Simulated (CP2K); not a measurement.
CP2K run on LaSi2Au2 (I4/mmm, 5 atoms in the cell): self-consistent single point.

Level of theory: PBEsol, GPW, DZVP-MOLOPT-SR-GTH basis, GTH-PBE potentials (GTH_POTENTIALS) in CP2K 2026.2.

```
La(SiAu)2
1.0
    5.96241     0.00000     0.00000
    2.73932     5.29590     0.00000
   -4.35086    -2.64795     3.09979
La Si Au
1 2 2
Direct
  0.00000   0.00000   0.00000
  0.61582   0.61582   0.00000
  0.38418   0.38418   0.00000
  0.75000   0.25000   0.50000
  0.25000   0.75000   0.50000
```

Reference input (self-consistent single point, DFT PBEsol, GPW, DZVP-MOLOPT-SR-GTH basis, GTH-PBE potentials (GTH_POTENTIALS)): CUTOFF = 500 Ry; REL_CUTOFF = 50 Ry; SMEAR/METHOD = MARZARI_VANDERBILT; SIGMA = 0.136 eV; KPOINTS/SCHEME = MONKHORST-PACK 6 6 6; GAMMA_CENTERED = T; XC_FUNCTIONAL = PBE:PBESOL; La/BASIS_SET = DZVP-MOLOPT-SR-GTH-q11; La/POTENTIAL = GTH-PBE-q11; Si/BASIS_SET = DZVP-MOLOPT-SR-GTH-q4; Si/POTENTIAL = GTH-PBE-q4; Au/BASIS_SET = DZVP-MOLOPT-SR-GTH-q11. This run's input differs from it in these lines:

```diff
@@ -36,3 +36,3 @@
         METHOD MARZARI_VANDERBILT
-        SIGMA [eV] 0.136
+        SIGMA [eV] 0.3
       &END SMEAR
@@ -40,4 +40,3 @@
     &KPOINTS
-      SCHEME MONKHORST-PACK 6 6 6
-      GAMMA_CENTERED T
+      SCHEME MONKHORST-PACK 5 5 5
     &END KPOINTS
```

The program printed (abridged):

```
 SCF WAVEFUNCTION OPTIMIZATION

  Step     Update method      Time    Convergence         Total energy    Change
     1 NoMix/Diag. 0.30E+00      -     1.17310838      -106.4284371484 -1.06E+02
     2 Broy./Diag. 0.30E+00      -     0.22889867      -109.6104792559 -3.18E+00
     3 Broy./Diag. 0.30E+00      -     0.02945321      -106.8037610338  2.81E+00
     4 Broy./Diag. 0.30E+00      -     0.02899098      -106.1480108467  6.56E-01
     5 Broy./Diag. 0.30E+00      -     0.00614818      -105.9631847153  1.85E-01
     6 Broy./Diag. 0.30E+00      -     0.00150237      -106.0132131552 -5.00E-02
   [... 4 lines left out ...]
    11 Broy./Diag. 0.30E+00      -     0.00000462      -106.0037555936  2.89E-04
    12 Broy./Diag. 0.30E+00      -     0.00000067      -106.0037724354 -1.68E-05
    13 Broy./Diag. 0.30E+00      -     0.00000037      -106.0037736550 -1.22E-06
    14 Broy./Diag. 0.30E+00      -     0.00000002      -106.0037741306 -4.76E-07
  *** SCF run converged in    14 steps ***

  Overlap energy of the core charge distribution:               0.00000000256825
  Self energy of the core charge distribution:               -200.02354029965659
  Core Hamiltonian energy:                                     53.28918487555091
  Hartree energy:                                              57.91949417530048
  Exchange-correlation energy:                                -17.18904714287762
  Smearing free energy correction:                              0.00013425849708
  Fermi energy:                                                 0.36626261110497

  Total energy:                                              -106.00377413060475

                     Mulliken Population Analysis

 #  Atom  Element  Kind  Atomic population                           Net charge
   [... lines left out ...]

 STRESS| Analytical stress tensor [bar]
 STRESS|                        x                   y                   z
 STRESS|      x        6.06650691230E+03   1.20701246072E+03   1.24421442391E-01
 STRESS|      y        1.20701246072E+03   4.81676781323E+03  -1.18801257824E-01
 STRESS|      z        1.24421442391E-01  -1.18801257824E-01   4.08261589305E+03
 STRESS| 1/3 Trace                                             4.98863020620E+03
```

The run converged in 14 iterations. Against the reference run the free energy goes up by 1.4 meV/atom, the pressure goes from 0.38 to 0.50 GPa and the largest force goes from 0.041 to 0.009 eV/Å.

The starting cell comes from a database of computed structures (which also holds hypothetical and non-ambient phases and stackings), without a prior relaxation at this level. Values carry the incompleteness of an atom-centred basis. The potentials were made for another functional than the one used.

Cost on one core of a shared machine: roughly 90 s.
